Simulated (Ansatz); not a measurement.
Hypothetical I4_132 P, response to strain

Take P (space group I4_132, No. 214; a = 6.116 Å; a hypothetical phase, not in the database extracts checked; relaxed with 0.1 eV smearing) as the base. Axes: x, y, z lie along the cube axes.

Strains are applied to the cell and any free atomic positions relax; under stress the whole cell relaxes.

Computed with plane-wave PAW DFT at the PBE level (Ansatz, a quantum-chemistry and plane-wave program, 420 eV), no spin-orbit coupling.

Notes on the quantities. energy relative to the base: free energy F.

```tsv
case	energy relative to the base	shortest interatomic distance
base	0 meV/atom	2.162 Å
isotropic strain −5.48 %	+113 meV/atom	2.044 Å
uniaxial strain ε_xx = −0.40 %	+0.1 meV/atom	2.158 Å
uniaxial stress, 1 GPa tension along x	+9.9 meV/atom	2.162 Å
uniaxial stress, 0.5 GPa compression along z	+3.7 meV/atom	2.129 Å
```

Beyond what the load breaks, stability against distortions was not tested.
